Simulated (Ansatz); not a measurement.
**MgO: response to strain**

Consider MgO in the rock salt structure (space group Fm-3m, No. 225; a = 4.204 Å). Axes: x, y, z lie along the cube axes.

Strains are applied to the cell and any free atomic positions relax; under biaxial strain the out-of-plane vector relaxes too.

Calculations: r2SCAN (Ansatz, a first-principles code), spin-orbit coupling left out.

Notes on the quantities. energy relative to the base: free energy F.

| biaxial strain, plane normal [001], relaxed out of plane (%) | energy relative to the base (meV/atom) |
|---|---|
| -3 | 20.5 |
| -2.5 | 13.9 |
| -2 | 8.7 |
| -1.5 | ? |
| -1 | 2.1 |
| -0.5 | 0.5 |
| 0 | 0.0 |

Q: Fit ΔE = Aε² + Bε³ (ε in %) to the rows shown and predict the withheld row.

A: Least squares on the printed values gives A = 1.97 and B = -0.10 meV/atom (largest residual 0.0 meV/atom); this predicts 4.8 meV/atom, and the run gives 4.8 meV/atom, in agreement.

No phonon test of stability was made.
